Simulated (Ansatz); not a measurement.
# Os: 5 layers

Base system: Os in the hcp (Mg type) structure (space group P6_3/mmc, No. 194; a = 2.738 Å, c = 4.316 Å). Axes: x lies along a and z along c of the hexagonal cell.

Modification: a free-standing slab of 5 layers (5 atoms, 1 a layer) is cut normal to the z axis, with 15 Å of vacuum and the in-plane cell held at bulk.

All numbers come from DFT with r2SCAN, PAW potentials and a 500 eV plane-wave cutoff in Ansatz (a first-principles code), no spin-orbit coupling. Γ-centred 19×19×1 mesh, Fermi–Dirac width 0.05 eV, for the changed cell.

* **Layer's space group (with vacuum)**: P-6m2 (No. 187)
* **Band gap**: zero (base zero)
* **Excess energy per area of both faces (slab less bulk energy over the cell's area: twice a surface energy)**: 6.6 J/m² (uncertain by up to 0.1 J/m²)
* **Thickness between the outermost nuclei**: 8.50 Å
* **Change of the spacing d12 from its bulk value of 2.158 Å**: -4.1 %
* **Change of the spacing d23 from its bulk value of 2.158 Å**: +1.0 %

Cost of the whole job for the changed cell (relaxation, final SCF and bands): about 7 core-minutes (a rough figure).

Slab and bulk use different k-meshes, which limits the precision of the excess energy. No phonon test of stability was made. The final runs are not spin-polarised.
